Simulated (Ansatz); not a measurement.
**Si well of 13 atomic layers along [001] in random Si0.8Ge0.2, 5 % Ge through the well**

Prepared with Tersoff's 1989 multicomponent potential (SiCGe.tersoff) in LAMMPS: minimisation. Geometry as solved with PBE, support functions at accuracy medium on the grid of 370 eV (Ansatz, an electronic-structure program).

```xyz
720
Lattice="16.58 0.00 0.00 0.00 16.58 0.00 0.00 0.00 55.00" Properties=species:S:1:pos:R:3 pbc="T T T"
Si    -0.03     0.02     0.02
Si     1.38     1.38     1.38
Si     2.76     2.76     0.00
Si     4.15     4.14     1.36
Si     2.75     0.00     2.76
Si     4.14     1.38     4.12
Si     0.00     2.75     2.75
Si     1.40     4.14     4.09
Si     0.00     0.00     5.52
Si     1.38     1.38     6.87
Si     2.74     2.74     5.46
Ge     4.14     4.14     6.87
Si     2.78     0.03     8.22
Si     4.14     1.38     9.63
Si     0.03     2.73     8.29
Si     1.37     4.13     9.66
Si    -0.01     0.01    11.05
Si     1.38     1.39    12.41
Si     2.76     2.74    11.01
Si     4.16     4.09    12.37
Si     2.75     0.00    13.77
Si     4.16     1.34    15.14
Si    -0.01     2.75    13.79
Si     1.32     4.13    15.17
Si    -0.04    -0.02    16.52
Ge     1.36     1.35    17.94
Ge     2.79     2.77    16.53
Si     4.17     4.17    17.96
Si     2.77    -0.05    19.30
Ge     4.16     1.38    20.68
Si    -0.02     2.79    19.31
Si     1.37     4.15    20.68
Si     0.03     0.02    22.00
Si     1.38     1.39    23.40
Si     2.75     2.79    22.06
Si     4.16     4.15    23.40
Si     2.77     0.00    24.76
Si     4.15     1.38    26.12
Si     0.00     2.76    24.77
Si     1.39     4.14    26.12
Si     0.00     0.01    27.49
Si     1.38     1.38    28.85
Si     2.77     2.76    27.49
Si     4.15     4.15    28.85
Si     2.77     0.00    30.21
Si     4.16     1.38    31.56
Si     0.00     2.76    30.22
Si     1.38     4.15    31.58
Si    -0.01    -0.01    32.93
Si     1.39     1.37    34.26
Si     2.77     2.75    32.92
Si     4.15     4.09    34.31
Ge     2.77     0.00    35.68
Si     4.16     1.41    37.09
Ge     0.00     2.75    35.67
Si     1.39     4.13    37.10
Si     0.00    -0.01    38.46
Si     1.39     1.38    39.82
Si     2.77     2.77    38.45
Si     4.16     4.14    39.81
Si     2.80     0.03    41.17
Si     4.17     1.39    42.56
Si     0.03     2.74    41.22
Si     1.40     4.13    42.58
Ge    -0.03     0.01    43.95
Si     1.42     1.39    45.31
Si     2.80     2.77    43.94
Si     4.16     4.15    45.33
Si     2.78    -0.01    46.65
Ge     4.14     1.38    48.08
Ge     0.01     2.77    46.71
Si     1.43     4.17    48.10
Ge    -0.01     0.03    49.44
Ge     1.40     1.44    50.88
Si     2.79     2.83    49.47
Si     4.18     4.16    50.85
Si     2.80     0.01    52.24
Si     4.14     1.42    53.59
Si    -0.04     2.78    52.28
Si     1.37     4.12    53.64
Ge     0.00     5.54     0.01
Si     1.42     6.93     1.39
Si     2.78     8.30     0.01
Si     4.15     9.68     1.38
Si     2.78     5.52     2.73
Si     4.18     6.89     4.09
Si     0.04     8.27     2.76
Si     1.38     9.68     4.09
Si     0.05     5.52     5.48
Si     1.37     6.89     6.89
Ge     2.78     8.29     5.50
Si     4.15     9.72     6.87
Si     2.72     5.52     8.28
Si     4.13     6.85     9.64
Si    -0.03     8.27     8.23
Ge     1.36     9.71     9.59
Si    -0.03     5.51    11.01
Si     1.32     6.89    12.39
Ge     2.76     8.28    11.03
Si     4.15     9.73    12.39
Ge     2.73     5.48    13.75
Ge     4.16     6.87    15.19
Si    -0.03     8.25    13.78
Ge     1.35     9.69    15.15
Si    -0.02     5.52    16.56
Si     1.35     6.87    17.97
Ge     2.75     8.29    16.62
Si     4.17     9.71    17.98
Si     2.76     5.52    19.32
Si     4.15     6.91    20.67
Si    -0.01     8.29    19.31
Si     1.38     9.66    20.66
Si     0.00     5.54    22.03
Si     1.41     6.89    23.38
Si     2.77     8.29    22.03
Si     4.16     9.67    23.39
Si     2.77     5.52    24.76
Si     4.15     6.91    26.12
Ge     0.00     8.30    24.76
Si     1.41     9.69    26.15
Si     0.00     5.51    27.48
Si     1.38     6.90    28.83
Si     2.77     8.29    27.49
Si     4.16     9.68    28.83
Si     2.76     5.52    30.20
Si     4.13     6.92    31.55
Si    -0.02     8.26    30.18
Ge     1.40     9.66    31.55
Si    -0.01     5.53    32.93
Si     1.36     6.92    34.30
Si     2.78     8.27    32.96
Si     4.14     9.67    34.31
Ge     2.76     5.52    35.69
Si     4.17     6.92    37.07
Si    -0.01     8.29    35.69
Si     1.38     9.66    37.05
Si     0.02     5.55    38.41
Si     1.43     6.89    39.76
Si     2.79     8.30    38.42
Si     4.17     9.66    39.79
Si     2.75     5.49    41.16
Ge     4.14     6.89    42.57
Ge     0.01     8.29    41.14
Ge     1.38     9.69    42.63
Si     0.04     5.50    43.97
Si     1.38     6.89    45.37
Si     2.76     8.26    44.01
Si     4.14     9.63    45.36
Si     2.79     5.53    46.72
Si     4.15     6.91    48.10
Si    -0.01     8.29    46.72
Si     1.36     9.64    48.13
Ge     0.00     5.53    49.49
Si     1.38     6.95    50.87
Si     2.77     8.28    49.48
Si     4.13     9.64    50.87
Ge     2.77     5.54    52.26
Si     4.18     6.94    53.66
Si     0.00     8.31    52.24
Si     1.41     9.65    53.60
Ge     0.03    11.07    -0.01
Si     1.41    12.46     1.42
Si     2.79    13.80     0.03
Si     4.11    15.21     1.39
Si     2.77    11.05     2.76
Si     4.11    12.41     4.17
Si     0.00    13.84     2.76
Si     1.37    15.22     4.14
Ge     0.00    11.08     5.50
Si     1.40    12.49     6.89
Si     2.76    13.85     5.51
Si     4.15    15.22     6.88
Si     2.80    11.12     8.23
Si     4.17    12.47     9.63
Si    -0.03    13.82     8.24
Ge     1.38    15.22     9.63
Si    -0.02    11.10    10.99
Ge     1.39    12.47    12.40
Si     2.80    13.84    11.00
Si     4.13    15.23    12.38
Si     2.79    11.06    13.78
Si     4.14    12.40    15.17
Si    -0.03    13.85    13.80
Si     1.35    15.23    15.14
Si    -0.05    11.08    16.57
Si     1.35    12.42    17.95
Ge     2.75    13.82    16.54
Si     4.18    15.21    17.93
Si     2.75    11.07    19.31
Si     4.16    12.45    20.66
Si    -0.02    13.82    19.29
Si     1.39    15.18    20.66
Si    -0.03    11.04    21.99
Ge     1.39    12.43    23.40
Si     2.79    13.84    22.02
Si     4.16    15.20    23.40
Si     2.81    11.03    24.78
Si     4.16    12.44    26.13
Si     0.01    13.83    24.80
Si     1.39    15.22    26.13
Si     0.01    11.06    27.49
Si     1.39    12.45    28.84
Si     2.77    13.83    27.48
Si     4.15    15.20    28.85
Si     2.80    11.08    30.18
Si     4.15    12.44    31.58
Si     0.00    13.83    30.20
Si     1.38    15.20    31.57
Ge    -0.03    11.09    32.97
Si     1.40    12.47    34.34
Si     2.77    13.82    32.94
Si     4.17    15.19    34.28
Si     2.75    11.04    35.67
Ge     4.14    12.46    37.06
Si     0.00    13.83    35.70
Si     1.35    15.20    37.09
Si    -0.01    11.07    38.39
Si     1.34    12.46    39.77
Si     2.73    13.86    38.46
Si     4.15    15.22    39.81
Ge     2.78    11.09    41.16
Si     4.15    12.49    42.56
Si    -0.04    13.80    41.16
Ge     1.40    15.18    42.53
Si    -0.04    11.09    43.97
Si     1.36    12.46    45.29
Si     2.78    13.81    43.96
Si     4.16    15.20    45.30
Ge     2.73    11.06    46.72
Si     4.14    12.47    48.10
Si    -0.01    13.81    46.66
Ge     1.41    15.17    48.05
Si     0.02    11.02    49.51
Si     1.40    12.41    50.86
Si     2.78    13.80    49.51
Si     4.15    15.20    50.88
Si     2.78    11.04    52.24
Si     4.14    12.42    53.63
Si     0.01    13.77    52.24
Ge     1.39    15.20    53.63
Ge     5.52     0.02     0.00
Si     6.91     1.44     1.39
Si     8.26     2.83     0.02
Si     9.65     4.18     1.36
Ge     8.29     0.01     2.77
Si     9.68     1.38     4.19
Si     5.51     2.78     2.76
Si     6.91     4.13     4.12
Si     5.52     0.02     5.51
Si     6.91     1.37     6.89
Si     8.28     2.75     5.51
Si     9.66     4.11     6.88
Si     8.29    -0.02     8.25
Si     9.69     1.33     9.60
Si     5.54     2.74     8.27
Si     6.89     4.15     9.61
Si     5.51    -0.01    11.00
Si     6.86     1.36    12.38
Ge     8.29     2.74    11.00
Si     9.68     4.10    12.43
Ge     8.28    -0.03    13.77
Ge     9.71     1.40    15.19
Si     5.52     2.73    13.78
Si     6.87     4.09    15.20
Si     5.54     0.01    16.55
Si     6.92     1.38    17.93
Si     8.28     2.77    16.58
Si     9.68     4.14    17.94
Si     8.29     0.00    19.30
Si     9.68     1.38    20.67
Si     5.56     2.78    19.29
Si     6.93     4.15    20.67
Si     5.57    -0.02    22.06
Si     6.93     1.38    23.41
Si     8.30     2.76    22.03
Si     9.67     4.15    23.39
Si     8.30     0.00    24.76
Si     9.67     1.38    26.13
Si     5.53     2.76    24.76
Si     6.91     4.14    26.12
Si     5.53     0.00    27.48
Si     6.91     1.37    28.84
Si     8.29     2.76    27.48
Si     9.68     4.14    28.83
Si     8.30     0.00    30.21
Si     9.68     1.38    31.58
Si     5.53     2.75    30.20
Si     6.94     4.11    31.54
Si     5.54     0.01    32.93
Si     6.92     1.39    34.31
Si     8.30     2.76    32.94
Si     9.66     4.14    34.31
Si     8.30     0.02    35.67
Si     9.67     1.38    37.06
Si     5.54     2.75    35.69
Si     6.90     4.14    37.05
Si     5.53     0.01    38.44
Si     6.91     1.38    39.81
Si     8.28     2.76    38.42
Si     9.62     4.13    39.81
Si     8.29     0.01    41.19
Si     9.65     1.35    42.60
Si     5.54     2.76    41.19
Si     6.92     4.13    42.57
Si     5.54     0.00    43.94
Si     6.91     1.38    45.32
Si     8.28     2.74    43.95
Si     9.67     4.09    45.32
Si     8.31     0.03    46.69
Si     9.68     1.38    48.10
Si     5.54     2.76    46.67
Ge     6.90     4.14    48.11
Si     5.52     0.01    49.52
Si     6.89     1.41    50.85
Si     8.31     2.75    49.50
Si     9.67     4.17    50.86
Ge     8.27    -0.02    52.21
Ge     9.67     1.44    53.62
Si     5.53     2.79    52.23
Si     6.90     4.18    53.61
Si     5.54     5.54     0.01
Si     6.92     6.91     1.38
Si     8.29     8.28    -0.02
Si     9.64     9.69     1.33
Si     8.28     5.53     2.76
Si     9.66     6.88     4.15
Si     5.53     8.29     2.74
Si     6.90     9.66     4.13
Si     5.55     5.53     5.46
Si     6.93     6.90     6.84
Si     8.30     8.29     5.49
Si     9.69     9.66     6.85
Si     8.26     5.49     8.21
Ge     9.66     6.91     9.57
Ge     5.52     8.28     8.25
Si     6.87     9.71     9.65
Si     5.51     5.48    11.00
Si     6.87     6.86    12.37
Ge     8.25     8.30    11.02
Ge     9.69     9.75    12.40
Ge     8.25     5.48    13.79
Ge     9.68     6.90    15.23
Ge     5.54     8.31    13.75
Ge     6.95     9.72    15.20
Si     5.57     5.50    16.59
Si     6.92     6.91    17.95
Si     8.30     8.31    16.62
Si     9.69     9.69    17.95
Si     8.31     5.54    19.31
Si     9.68     6.92    20.66
Si     5.53     8.29    19.31
Si     6.91     9.68    20.67
Si     5.53     5.53    22.03
Si     6.91     6.91    23.39
Si     8.29     8.29    22.03
Si     9.67     9.67    23.39
Si     8.29     5.52    24.76
Si     9.66     6.90    26.12
Si     5.54     8.29    24.76
Si     6.92     9.67    26.12
Si     5.53     5.53    27.48
Si     6.91     6.91    28.85
Si     8.29     8.29    27.49
Si     9.66     9.67    28.86
Si     8.30     5.52    30.19
Si     9.67     6.90    31.57
Si     5.52     8.30    30.20
Si     6.89     9.67    31.57
Ge     5.54     5.51    32.93
Si     6.92     6.92    34.33
Si     8.27     8.27    32.91
Ge     9.66     9.70    34.26
Si     8.28     5.52    35.69
Si     9.64     6.90    37.06
Si     5.52     8.28    35.67
Ge     6.91     9.68    37.07
Si     5.53     5.52    38.43
Si     6.91     6.89    39.80
Si     8.31     8.27    38.46
Si     9.70     9.65    39.79
Si     8.27     5.52    41.19
Si     9.64     6.91    42.53
Si     5.55     8.28    41.16
Si     6.92     9.62    42.55
Si     5.56     5.50    43.96
Si     6.90     6.92    45.30
Si     8.29     8.28    43.94
Si     9.67     9.67    45.32
Ge     8.33     5.55    46.70
Si     9.69     6.95    48.13
Si     5.54     8.26    46.71
Si     6.93     9.62    48.07
Si     5.52     5.56    49.50
Si     6.90     6.91    50.87
Si     8.28     8.28    49.49
Si     9.64     9.62    50.89
Si     8.28     5.53    52.23
Si     9.67     6.90    53.61
Si     5.53     8.29    52.25
Si     6.91     9.66    53.62
Si     5.52    11.03    -0.01
Si     6.89    12.38     1.38
Ge     8.30    13.78     0.00
Si     9.69    15.18     1.40
Si     8.26    11.02     2.73
Ge     9.66    12.44     4.12
Ge     5.51    13.81     2.78
Si     6.89    15.21     4.18
Si     5.54    11.07     5.50
Si     6.89    12.47     6.86
Si     8.28    13.85     5.53
Si     9.68    15.20     6.89
Ge     8.30    11.07     8.25
Si     9.72    12.48     9.64
Si     5.53    13.85     8.25
Si     6.91    15.21     9.63
Si     5.53    11.10    11.02
Si     6.94    12.46    12.37
Si     8.31    13.83    11.00
Si     9.70    15.18    12.37
Si     8.30    11.14    13.80
Si     9.69    12.47    15.18
Ge     5.53    13.83    13.79
Si     6.92    15.19    15.22
Si     5.52    11.09    16.59
Si     6.92    12.45    17.94
Si     8.31    13.83    16.57
Si     9.67    15.20    17.94
Si     8.29    11.06    19.31
Si     9.68    12.44    20.67
Si     5.55    13.83    19.30
Si     6.92    15.20    20.67
Si     5.53    11.06    22.03
Si     6.91    12.43    23.39
Si     8.30    13.81    22.03
Si     9.67    15.20    23.40
Si     8.29    11.06    24.75
Si     9.66    12.45    26.12
Si     5.53    13.82    24.76
Si     6.91    15.20    26.12
Si     5.55    11.06    27.48
Si     6.92    12.44    28.85
Si     8.29    13.83    27.49
Si     9.67    15.21    28.85
Si     8.29    11.06    30.22
Si     9.68    12.46    31.56
Si     5.54    13.83    30.22
Si     6.92    15.21    31.57
Si     5.52    11.06    32.95
Si     6.91    12.46    34.29
Si     8.30    13.83    32.94
Si     9.68    15.21    34.31
Si     8.27    11.09    35.65
Ge     9.71    12.43    37.04
Si     5.55    13.85    35.66
Si     6.89    15.25    37.03
Si     5.52    11.07    38.47
Si     6.86    12.45    39.84
Ge     8.26    13.86    38.46
Si     9.69    15.23    39.84
Ge     8.31    11.06    41.19
Si     9.70    12.48    42.59
Si     5.52    13.86    41.20
Si     6.92    15.22    42.56
Ge     5.50    11.02    43.92
Ge     6.92    12.46    45.34
Si     8.31    13.87    43.93
Si     9.68    15.23    45.32
Si     8.29    11.01    46.70
Ge     9.67    12.44    48.07
Si     5.49    13.84    46.72
Ge     6.92    15.23    48.10
Ge     5.52    11.02    49.45
Ge     6.94    12.45    50.90
Si     8.33    13.84    49.49
Si     9.72    15.19    50.84
Si     8.32    11.01    52.28
Si     9.71    12.41    53.60
Si     5.49    13.82    52.27
Si     6.88    15.18    53.62
Ge    11.09    -0.01     0.03
Si    12.49     1.39     1.40
Si    13.82     2.77     0.00
Si    15.20     4.10     1.38
Si    13.84    -0.01     2.76
Si    15.22     1.37     4.13
Ge    11.05     2.78     2.77
Si    12.43     4.15     4.19
Si    11.06    -0.02     5.51
Si    12.45     1.34     6.87
Si    13.81     2.72     5.49
Ge    15.22     4.13     6.87
Si    13.83     0.00     8.27
Si    15.22     1.36     9.65
Si    11.04     2.71     8.21
Ge    12.47     4.09     9.60
Si    11.06    -0.01    11.00
Si    12.42     1.39    12.37
Si    13.85     2.73    11.03
Si    15.21     4.12    12.41
Ge    13.80    -0.01    13.79
Si    15.20     1.40    15.18
Si    11.10     2.78    13.78
Si    12.47     4.14    15.18
Si    11.08    -0.03    16.59
Si    12.45     1.37    17.93
Si    13.82     2.76    16.56
Si    15.18     4.15    17.93
Si    13.83    -0.01    19.29
Si    15.22     1.36    20.64
Si    11.05     2.75    19.29
Si    12.41     4.17    20.63
Si    11.05    -0.01    22.03
Si    12.40     1.37    23.42
Ge    13.81     2.77    22.03
Si    15.22     4.17    23.42
Si    13.79     0.02    24.79
Si    15.20     1.39    26.13
Si    11.04     2.77    24.77
Si    12.43     4.14    26.12
Si    11.05     0.00    27.49
Si    12.44     1.38    28.85
Si    13.82     2.77    27.49
Si    15.20     4.14    28.86
Si    13.82     0.00    30.21
Si    15.20     1.38    31.58
Si    11.05     2.76    30.21
Si    12.43     4.13    31.58
Si    11.06     0.01    32.94
Si    12.44     1.38    34.31
Si    13.81     2.76    32.94
Si    15.19     4.16    34.29
Si    13.82    -0.02    35.67
Si    15.21     1.31    37.05
Si    11.04     2.75    35.67
Si    12.43     4.14    37.00
Si    11.04    -0.02    38.42
Si    12.42     1.32    39.80
Ge    13.80     2.72    38.40
Ge    15.23     4.16    39.82
Si    13.81    -0.01    41.19
Si    15.17     1.40    42.55
Ge    11.03     2.73    41.19
Si    12.46     4.13    42.55
Si    11.06     0.00    43.94
Si    12.44     1.39    45.31
Si    13.82     2.77    43.94
Si    15.20     4.16    45.31
Si    13.79     0.01    46.70
Si    15.15     1.39    48.07
Si    11.04     2.73    46.70
Ge    12.43     4.15    48.10
Si    11.06     0.01    49.47
Si    12.43     1.38    50.86
Si    13.82     2.74    49.51
Si    15.18     4.13    50.89
Si    13.79     0.03    52.28
Si    15.18     1.39    53.64
Si    11.08     2.81    52.21
Si    12.44     4.16    53.62
Si    11.04     5.52    -0.02
Si    12.43     6.89     1.32
Si    13.79     8.27    -0.05
Ge    15.17     9.64     1.39
Ge    13.83     5.52     2.76
Si    15.27     6.90     4.13
Ge    11.05     8.30     2.73
Si    12.43     9.72     4.12
Si    11.04     5.52     5.53
Si    12.42     6.90     6.89
Ge    13.83     8.30     5.49
Si    15.19     9.69     6.92
Si    13.82     5.55     8.24
Si    15.20     6.90     9.62
Si    11.08     8.32     8.22
Si    12.44     9.70     9.61
Ge    11.04     5.49    11.03
Ge    12.51     6.90    12.41
Si    13.83     8.31    10.95
Ge    15.18     9.69    12.39
Si    13.87     5.49    13.82
Si    15.20     6.90    15.19
Ge    11.11     8.34    13.83
Si    12.48     9.74    15.23
Si    11.10     5.49    16.58
Si    12.45     6.92    17.92
Si    13.83     8.30    16.55
Si    15.20     9.67    17.93
Si    13.82     5.54    19.29
Si    15.19     6.91    20.67
Si    11.06     8.30    19.29
Si    12.43     9.67    20.66
Si    11.05     5.53    22.02
Si    12.43     6.90    23.39
Si    13.80     8.29    22.03
Si    15.17     9.69    23.36
Si    13.81     5.53    24.76
Si    15.18     6.88    26.15
Si    11.03     8.27    24.73
Ge    12.43     9.67    26.12
Si    11.06     5.53    27.48
Si    12.43     6.90    28.86
Si    13.83     8.27    27.51
Si    15.21     9.67    28.84
Si    13.81     5.52    30.22
Si    15.19     6.91    31.57
Si    11.05     8.29    30.22
Si    12.45     9.68    31.57
Si    11.05     5.52    32.94
Si    12.46     6.88    34.29
Si    13.82     8.29    32.94
Si    15.17     9.66    34.34
Si    13.83     5.53    35.67
Si    15.20     6.91    37.05
Ge    11.07     8.28    35.70
Si    12.47     9.69    37.09
Ge    11.05     5.52    38.44
Si    12.45     6.93    39.83
Si    13.84     8.29    38.44
Si    15.19     9.72    39.77
Si    13.79     5.52    41.20
Ge    15.19     6.89    42.60
Si    11.04     8.27    41.18
Ge    12.43     9.70    42.57
Ge    11.04     5.50    43.92
Ge    12.44     6.94    45.36
Si    13.85     8.33    43.98
Si    15.21     9.69    45.35
Si    13.86     5.53    46.71
Si    15.19     6.93    48.08
Si    11.03     8.33    46.74
Si    12.46     9.65    48.09
Si    11.04     5.56    49.50
Si    12.44     6.91    50.86
Si    13.82     8.29    49.48
Si    15.19     9.67    50.87
Si    13.81     5.53    52.23
Si    15.19     6.92    53.58
Si    11.05     8.28    52.24
Si    12.42     9.67    53.61
Si    11.07    11.05    -0.01
Si    12.44    12.44     1.35
Si    13.84    13.81    -0.01
Si    15.20    15.20     1.38
Si    13.80    11.10     2.76
Si    15.18    12.48     4.11
Si    11.09    13.83     2.73
Si    12.44    15.21     4.12
Si    11.07    11.06     5.52
Si    12.45    12.45     6.88
Si    13.81    13.84     5.50
Si    15.19    15.21     6.88
Si    13.82    11.08     8.26
Si    15.18    12.46     9.63
Si    11.08    13.84     8.26
Si    12.46    15.21     9.64
Si    11.10    11.11    10.99
Si    12.46    12.47    12.41
Si    13.83    13.83    11.02
Si    15.21    15.19    12.39
Si    13.81    11.10    13.81
Si    15.19    12.47    15.18
Si    11.06    13.83    13.78
Si    12.41    15.18    15.19
Si    11.05    11.08    16.56
Si    12.43    12.44    17.93
Si    13.80    13.81    16.56
Si    15.19    15.19    17.91
Si    13.80    11.05    19.28
Si    15.18    12.43    20.64
Si    11.05    13.82    19.30
Si    12.43    15.21    20.65
Si    11.05    11.05    22.03
Si    12.42    12.44    23.38
Si    13.79    13.80    22.00
Ge    15.19    15.21    23.39
Si    13.83    11.09    24.73
Si    15.20    12.44    26.13
Si    11.05    13.82    24.76
Si    12.43    15.20    26.13
Si    11.03    11.08    27.51
Si    12.43    12.45    28.85
Si    13.82    13.82    27.49
Si    15.20    15.21    28.85
Si    13.82    11.06    30.19
Si    15.17    12.47    31.54
Si    11.06    13.84    30.21
Si    12.43    15.21    31.58
Si    11.09    11.10    32.90
Si    12.46    12.45    34.30
Si    13.82    13.84    32.93
Si    15.21    15.20    34.31
Si    13.81    11.07    35.69
Si    15.19    12.45    37.04
Si    11.09    13.84    35.65
Si    12.44    15.20    37.05
Si    11.09    11.04    38.46
Si    12.44    12.46    39.81
Si    13.81    13.83    38.42
Si    15.18    15.20    39.81
Si    13.83    11.09    41.16
Si    15.18    12.45    42.56
Si    11.07    13.84    41.20
Si    12.44    15.21    42.58
Si    11.03    11.09    43.98
Si    12.44    12.44    45.33
Si    13.80    13.82    43.95
Si    15.16    15.19    45.34
Si    13.79    11.02    46.69
Ge    15.22    12.39    48.07
Si    11.06    13.85    46.67
Si    12.40    15.24    48.06
Ge    11.07    11.01    49.52
Si    12.44    12.42    50.91
Ge    13.76    13.81    49.46
Ge    15.19    15.21    50.90
Si    13.82    11.04    52.25
Si    15.19    12.44    53.60
Si    11.07    13.81    52.24
Si    12.46    15.17    53.61
```
